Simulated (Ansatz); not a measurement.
Worked example: self-consistent single point of SnO₂ (P1, 6 atoms in the cell) in Ansatz (a first-principles code).

Computed with LDA (PW92), default PAW files made with PBE (plane waves; Ansatz).

The change in words: 1 x 1 x 1 supercell, one O atom moved by 0.02 angstrom along z; scf.occupations.method: fixed → fermi_dirac; scf.occupations.width: default → 0.05 eV. Reference geometry:
```xyz
6
Lattice="4.8024 0.0000 0.0000 0.0000 4.8812 0.0000 0.0000 0.0000 3.2506" Properties=species:S:1:pos:R:3 pbc="T T T"
Sn     2.4012     2.4406     1.6253
Sn     0.0000     0.0000     0.0000
O      1.4016     1.5671     0.0000
O      3.4008     3.3141     0.0000
O      3.8028     0.8735     1.6253
O      0.9996     4.0076     1.6253
```

Reference input (self-consistent single point, DFT, LDA (PW92), plane waves, default PAW files made with PBE): basis.ecutwfc = 420 eV; kpoints.mp_grid.grid = 5 5 8; hamiltonian.xc = lda; hamiltonian.pseudopotentials = {kind: paw} (the program's default PAW files); scf.occupations.method = fixed. This run's input differs from it in these lines:

Ansatz 0.2 input:
```diff
@@ -10,3 +10,3 @@
     - { symbol: O, position: [0.291850, 0.321040, 0.000000] }
-    - { symbol: O, position: [0.708150, 0.678960, 0.000000] }
+    - { symbol: O, position: [0.708150, 0.678960, 0.006153] }
     - { symbol: O, position: [0.791850, 0.178960, 0.500000] }
@@ -21,3 +21,3 @@
 scf:
-  occupations: { method: fixed }
+  occupations: { method: fermi_dirac, width: 0.05 }
 output:
```

Output, abridged:

```
SCF iter   1: F=—  HF=-13980.204292 eV  |F-HF|=—  |Δ(HF+E_count)|=         —  Δρ=1.93e-2  dr2=2.44e-1  ethr=1.77e-3  ⟨swp⟩=6.0  Hψ=14171  notcnv=0  defer=8
all-band conjugate gradients solve this SCF's bands
preconditioner: auto → Resta (q_TF=auto, 2.560 Å⁻¹)
SCF iter   2: F=—  HF=-13980.135716 eV  |F-HF|=—  |Δ(HF+E_count)|=   6.86e-2  Δρ=4.96e-3  dr2=7.03e-3  ethr=4.69e-4  ⟨swp⟩=2.1  Hψ=5440  notcnv=0  defer=168
   [... lines left out ...]
SCF iter   5: F=—  HF=-13980.132661 eV  |F-HF|=—  |Δ(HF+E_count)|=   3.07e-6  Δρ=8.12e-5  dr2=4.39e-6  ethr=1.67e-7  ⟨swp⟩=1.7  Hψ=3825  notcnv=0  defer=168
SCF iter   6: F=—  HF=-13980.132661 eV  |F-HF|=—  |Δ(HF+E_count)|=   8.38e-7  Δρ=1.53e-5  dr2=1.44e-7  ethr=8.45e-9  ⟨swp⟩=2.6  Hψ=4530  notcnv=0  defer=168
SCF iter   7: F=—  HF=-13980.132661 eV  |F-HF|=—  |Δ(HF+E_count)|=  7.28e-10  Δρ=1.25e-5  dr2=1.02e-7  ethr=1.92e-10  ⟨swp⟩=10.0  Hψ=14589  notcnv=0
SCF iter   8: F=-13980.132661 eV  HF=-13980.132661 eV  |F-HF|=2.48e-9  |Δ(HF+E_count)|=   2.09e-8  Δρ=2.49e-6  dr2=4.64e-9  ethr=1.92e-10  ⟨swp⟩=5.0  Hψ=10906  notcnv=0
SCF 1 converged in 8 iterations: F = -13980.132661 eV  dr2 = 4.64e-9
Free energy (F): -13980.132661 eV
Internal energy: -13980.132629 eV  (E = F + TS)
E sigma→0 (E₀):  -13980.132645 eV
Entropy (-TS):   -0.000032 eV (-0.005 meV/atom)
Fermi energy:    8.447715 eV
--- Forces (eV/Å), atoms counted from 1 ---
  atom   1  Sn    -0.00560651    -0.00494506     0.13613723
  atom   2  Sn    -0.00043222    -0.00043915     0.01212306
  atom   3  O      0.19548305     0.02410582    -0.00536537
  atom   4  O     -0.18944009    -0.01880207    -0.20397558
  atom   5  O      0.19542725    -0.02405896     0.03032644
  atom   6  O     -0.19543128     0.02414017     0.03075338
--- Stress (GPa, compression-positive) ---
      -11.672116       0.007792      -0.151959
        0.007792     -11.919859      -0.090453
       -0.151959      -0.090453     -14.183856
  P = ⅓ Tr σ = -12.5919 GPa (-125.919 kbar)
  The stress holds the Pulay correction. Without it, at fixed plane waves, as pw.x and ABINIT print it: P = -13.6590 GPa
```

The run converged in 8 iterations. Against the reference run the free energy is nearly the same (within 1 meV/atom), the pressure hardly changes (-12.61 to -12.59 GPa), the largest force goes from 0.197 to 0.279 eV/Å and the gap on the mesh stays at 0.611 eV.

The starting cell comes from a database of computed structures (which also holds hypothetical and non-ambient phases and stackings), without a prior relaxation at this level. Its lattice was rescaled by up to half a per cent. For this run, on top of that: 1 x 1 x 1 supercell, one O atom moved by 0.02 angstrom along z. With a pressure of about -13 GPa the cell is away from its equilibrium volume at this level. Ansatz's pressure includes its estimate of the finite-basis (Pulay) stress. Without the estimate this run gives -13.66 GPa.
